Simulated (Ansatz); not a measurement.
The reference is SiO2 in the rutile structure (space group P4_2/mnm, No. 136; a = 4.2362 Å, c = 2.6904 Å).

Calculations: PBE (Ansatz, a quantum-chemistry and plane-wave program; PAW; 420 eV plane waves; without spin-orbit coupling).

Base values:

| Item | Result |
|---|---|
| Band gap | 5.04 eV |
| Density | 4.13 g/cm³ |
| Gap character | direct at Γ |

One thing is altered: cell and atoms relaxed at a pressure of 2.1 GPa.

Predict the new band gap.

The band gap increases by 0.11 eV to 5.15 eV.

Predict the new density.

The density grows by 0.033 g/cm³ to 4.17 g/cm³.

Predict the new gap character.

The gap character remains direct at Γ.

Load acts through the strain it causes; cell and atoms are relaxed under it. Whether these cells are dynamically stable was not tested.
